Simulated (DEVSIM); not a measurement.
Structure: abrupt Si p-n junction, at 400 K.

Layer 1 from the left is Si, thickness (μm) 0.470, Na (cm⁻³) 3.4e18, τn (s) 1.9e-6, τp (s) 1.9e-6. Layer 2 from the left is Si, thickness (μm) 180, Nd (cm⁻³) 2e14, τn (s) 1.9e-6, τp (s) 1.9e-6.

Left contact: ohmic. Right contact: ohmic. Voltage is applied to the left contact. Recombination: SRH at mid-gap, radiative, Auger. Mobility is constant in doping.

Constants are typed, rounded textbook-type inputs, not results; the design itself was drawn at random and stands for no fabricated device. Values at 300 K; Nc and Nv go as T^1.5, mobilities as T to minus their exponent, the gap by Varshni's rule with the affinity fixed.

Si: gap (eV) 1.124, affinity (eV) 4.05, permittivity 11.7, Nc (cm⁻³) 2.86e19, Nv (cm⁻³) 3.1e19, μn (cm²/Vs) 1417, μp (cm²/Vs) 470, T exponent of μn 2.3, T exponent of μp 2.2, B (cm³/s) 4.7e-15, Cn (cm⁶/s) 2.8e-31, Cp (cm⁶/s) 9.9e-32, Varshni α (eV/K) 0.000473, Varshni β (K) 636.

Problem. Estimate by hand the built-in potential, the peak field at zero bias, and compare with a numerical solution.

Solution. 
- Built-in potential: ni = √(Nc Nv) exp(−Eg/2kT) = 5.68e12 cm⁻³ with Eg = 1.096 eV; Vbi = kT/q ln(Na Nd/ni²) = 0.581 V; numerical 0.581 V.
- Peak field at zero bias: depletion approximation: W = √(2εVbi/(qN)) = 1.94 μm with N = 2.00e14 cm⁻³; field = 2Vbi/W = 6000 V/cm; numerical 116000 V/cm (estimate below by 95 %).

Simulated with DEVSIM: 1D drift-diffusion, Boltzmann statistics, complete ionisation; no tunnelling, impact ionisation, image-force lowering or self-heating.
